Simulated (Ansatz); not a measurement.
**Worked example: self-consistent single point of a (100) slab of LaOF (cut from a parent of space group no. 129; 12 atoms in the cell) in Ansatz (a quantum-chemistry and plane-wave program)**

Computed with LDA (PW92), default PAW files made with PBE (plane waves; Ansatz).

The input file:

Ansatz 0.2 input:
```yaml
crystal:
  lattice:
    - [4.089586, 0.000000, 0.000000]
    - [0.000000, 5.842990, 0.000000]
    - [0.000000, 0.000000, 20.134290]
  atoms:
    - { symbol: La, position: [0.000000, 0.715710, 0.347666] }
    - { symbol: La, position: [0.500000, 0.284290, 0.449223] }
    - { symbol: O, position: [0.000000, 0.500000, 0.449223] }
    - { symbol: O, position: [0.500000, 0.500000, 0.347666] }
    - { symbol: F, position: [0.500000, 0.000000, 0.347666] }
    - { symbol: F, position: [0.000000, 0.000000, 0.449223] }
    - { symbol: La, position: [0.000000, 0.715710, 0.550781] }
    - { symbol: La, position: [0.500000, 0.284290, 0.652334] }
    - { symbol: O, position: [0.000000, 0.500000, 0.652334] }
    - { symbol: O, position: [0.500000, 0.500000, 0.550781] }
    - { symbol: F, position: [0.500000, 0.000000, 0.550781] }
    - { symbol: F, position: [0.000000, 0.000000, 0.652334] }
basis:
  ecutwfc: 30.9 Ry
kpoints:
  mp_grid: { grid: [5, 3, 1] }
hamiltonian:
  xc: lda
  pseudopotentials: { kind: paw }
scf:
  occupations: { method: fermi_dirac, width: 0.0037 Ry }
output:
  forces: true
  eigenvalues: true
  stress: true
```

Output (repeated stretches shortened):

```
WARN the atoms were moved onto the symmetric positions of the space group found under crystal.symmetry.tolerance 1.0e-5 (fractional …
WARN ansatz: RAYON_NUM_THREADS=1 ignored (pool sized by the plan → 1); use --threads N
Pseudopotentials: kind: paw
Pseudopotential: La, paw, valence charge 11
Pseudopotential: O, paw, valence charge 6
Pseudopotential: F, paw, valence charge 7
Crystal: 12 atoms, lattice volume = 481.117 Å³
Basis set: ecut = 420.4159175005146 eV, 9405 PW (Γ)
Bands: 60, of which v1, the nominal top of the filled ones, is band 48 counted from 1 (47 counted from 0)
Symmetry: 4 space group operations
Space group: P21/m (ITA 11), of the structure as read, at distance tolerance 7.8e-5 Å
k-points: 6 of 15
PAW frozen core: La, regenerated for the run's functional, and the local potential with it
PAW frozen core: O, regenerated for the run's functional, and the local potential with it
PAW frozen core: F, regenerated for the run's functional, and the local potential with it
Initial density: superposition of atomic densities (neutral atoms: chi_scale 0, normalization atom), corrected by the library's trained network
Initial wavefunctions: pseudopotential atomic-orbital guess
Eigensolver: davidson
Functional: x = slater, c = lda
SCF iter   1: F=—  HF=-29722.443330 eV  |F-HF|=—  |Δ(HF+E_count)|=         —  Δρ=1.05e-2  dr2=4.77e-1  ethr=1.77e-3  ⟨swp⟩=10.2  Hψ=1830  notcnv=0
all-band conjugate gradients solve this SCF's bands
preconditioner: auto → Resta (q_TF=auto, 2.086 Å⁻¹)
SCF iter   2: F=—  HF=-29722.374779 eV  |F-HF|=—  |Δ(HF+E_count)|=   6.86e-2  Δρ=6.29e-3  dr2=1.42e-1  ethr=4.96e-4  ⟨swp⟩=4.7  Hψ=839  notcnv=0  defer=22
SCF iter   3: F=—  HF=-29722.343815 eV  |F-HF|=—  |Δ(HF+E_count)|=   3.10e-2  Δρ=1.33e-3  dr2=5.51e-3  ethr=1.48e-4  ⟨swp⟩=3.7  Hψ=629  notcnv=0  defer=22
SCF iter   4: F=—  HF=-29722.343587 eV  |F-HF|=—  |Δ(HF+E_count)|=   2.28e-4  Δρ=6.88e-4  dr2=1.67e-3  ethr=5.74e-6  ⟨swp⟩=2.0  Hψ=634  notcnv=0  defer=22
SCF iter   5: F=—  HF=-29722.343453 eV  |F-HF|=—  |Δ(HF+E_count)|=   1.35e-4  Δρ=1.40e-4  dr2=9.17e-5  ethr=1.74e-6  ⟨swp⟩=2.0  Hψ=488  notcnv=0  defer=22
SCF iter   6: F=—  HF=-29722.343572 eV  |F-HF|=—  |Δ(HF+E_count)|=   1.20e-4  Δρ=6.16e-5  dr2=1.72e-5  ethr=9.56e-8  ⟨swp⟩=2.5  Hψ=612  notcnv=0  defer=22
SCF iter   7: F=—  HF=-29722.343576 eV  |F-HF|=—  |Δ(HF+E_count)|=   3.53e-6  Δρ=2.21e-5  dr2=2.28e-6  ethr=1.79e-8  ⟨swp⟩=2.0  Hψ=410  notcnv=0  defer=22
SCF iter   8: F=—  HF=-29722.343577 eV  |F-HF|=—  |Δ(HF+E_count)|=   1.19e-6  Δρ=8.83e-6  dr2=2.82e-7  ethr=2.38e-9  ⟨swp⟩=2.2  Hψ=556  notcnv=0  defer=22
SCF iter   9: F=-29722.343577 eV  HF=-29722.343577 eV  |F-HF|=7.77e-9  |Δ(HF+E_count)|=   5.15e-9  Δρ=3.17e-6  dr2=3.20e-8  ethr=1.04e-10  ⟨swp⟩=17.5  Hψ=2033  notcnv=0
SCF 1 converged in 9 iterations: F = -29722.343577 eV  dr2 = 3.20e-8
SCF converged after 9 iterations
Free energy (F): -29722.343577 eV
Harris-Foulkes:  -29722.343577 eV  (|F-HF|=7.77e-9)
Internal energy: -29722.343577 eV  (E = F + TS)
E sigma→0 (E₀):  -29722.343577 eV
Fermi energy:    2.052288 eV
--- Per-component energies (eV) ---
  E_band       = -932.881371
  E_kinetic    = 2271.149496
  E_local      = -47437.319247  (includes V_loc(G=0)·N_el)
  E_nonlocal   = 902.325862
  E_hartree    = 22689.578325
  E_xc         = -1152.744758
  E_vxc        = -1362.995293  (∫ρ·V_xc dr)
  E_paw        = -22315.039986  (= ΣΔE_a)
  E_vpaw       = -685.221248  (= ΣTr[D̂ρ^β])
  E_aug_tail   = 0.017996  (compensation charges beyond the density's cutoff)
  E_ewald      = 15317.557178
  E_core_change = 2.131558  (= ΣΔE_core)
  E_smearing   = -0.000000  (= −TS)
  E_closure    = -0.000000  (closes the sum)
  Σ components = -29722.343577   (vs F -29722.343577, Δ=0.00e0)
--- Forces (eV/Å), atoms counted from 1 ---
  atom   1  La    -0.00000000    -0.94335506     2.12149721
  atom   2  La     0.00000000     0.15366494    -0.92109735
  atom   3  O     -0.00000000     0.42728206    -0.47211337
  atom   4  O      0.00000000     1.31530361     0.13373848
  atom   5  F     -0.00000000    -0.74418344     0.21244550
  atom   6  F      0.00000000    -0.20828562    -0.20000362
  atom   7  La    -0.00000000    -0.15366494     0.92109735
  atom   8  La     0.00000000     0.94335506    -2.12149721
  atom   9  O     -0.00000000    -1.31530361    -0.13373848
  atom  10  O      0.00000000    -0.42728206     0.47211337
  atom  11  F     -0.00000000     0.20828562     0.20000362
  atom  12  F      0.00000000     0.74418344    -0.21244550
  max |Σ_I F_I| component: 2.78e-17 eV/Å
--- Stress (GPa, compression-positive) ---
       -6.821858       0.000000       0.000000
        0.000000      -4.288636       0.506678
        0.000000       0.506678      -3.968920
  P = ⅓ Tr σ = -5.0265 GPa (-50.265 kbar)
  The stress holds the Pulay correction. Without it, at fixed plane waves, as pw.x and ABINIT print it: P = -5.2980 GPa
--- Band table (eV; the first three rows and the last of 6) ---
  k-point 0: bands = ["-30.2605", "-30.2577", "-29.4145", "-29.2983", "-21.5046", "-21.3187", "-20.5686", "-20.5560", "-16.3823", "-16.1440", "-15.3188", "-14.9505", "-13.9172", "-13.7431", "-13.7282", "-13.5726", "-13.2945", "-13.2673", "-13.1667", [...]
  k-point 1: bands = ["-30.2584", "-30.2565", "-29.3976", "-29.3195", "-21.5021", "-21.3202", "-20.5682", "-20.5570", "-16.4007", "-16.1331", "-15.3074", "-14.9624", "-13.9235", "-13.7297", "-13.7209", "-13.5789", "-13.3163", "-13.2461", "-13.1458", [...]
  k-point 2: bands = ["-30.2443", "-30.2421", "-29.3872", "-29.2924", "-21.4946", "-21.3473", "-20.5882", "-20.5787", "-16.4612", "-16.2482", "-15.5346", "-15.3350", "-13.9295", "-13.9148", "-13.8014", "-13.6104", "-13.2932", "-13.2692", "-12.9620", [...]
  k-point 5: bands = ["-30.2173", "-30.2168", "-29.3250", "-29.3004", "-21.4664", "-21.4095", "-20.6194", "-20.6175", "-16.5585", "-16.4738", "-15.8614", "-15.8117", "-13.9383", "-13.9372", "-13.8314", "-13.7865", "-13.2269", "-13.1889", "-13.0558", [...]
```

The run converged in 9 iterations.

The starting cell comes from a database of computed structures (which also holds hypothetical and non-ambient phases and stackings), without a prior relaxation at this level. The slab is cut from that crystal, and its faces are unrelaxed. Its lattice was rescaled by up to half a per cent. Spin polarisation is off, though cut faces can carry moments; a gap of a slab can lie between surface states. Forces in this geometry exceed 1 eV/Å.
